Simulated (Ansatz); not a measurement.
Pt: pressure −1 GPa

Base system: Pt in the fcc (Cu type) structure (space group Fm-3m, No. 225; a = 3.9703 Å).

It is then changed as follows: a negative pressure, −1 GPa.

The values are results of Kohn–Sham DFT with the PBE functional, run in Ansatz (an electronic-structure program) with PAW and 420 eV plane waves, spin-orbit coupling left out, not measurements. Settings: 20×20×20 k-points, 0.05 eV Fermi–Dirac smearing.

| quantity | base | changed | shift |
|---|---|---|---|
| volume per atom | 15.65 Å³ | 15.71 Å³ | +0.065 Å³ |
| lattice parameter a | 3.970 Å | 3.976 Å | +0.0055 Å |
| shortest interatomic distance | 2.807 Å | 2.811 Å | +0.004 Å |
| enthalpy H = E + PV relative to the base's energy | – | -0.10 eV/atom | – |
| band gap | zero | zero | – |

Final structure:

```
Pt
1.0
    0.00000     1.98788     1.98788
    1.98788     0.00000     1.98788
    1.98788     1.98788     0.00000
Pt
1
Cartesian
  0.00000   0.00000   0.00000
```

Load acts through the strain it causes; cell and atoms are relaxed under it. Whether these cells are dynamically stable was not tested. All final runs are without spin polarisation.
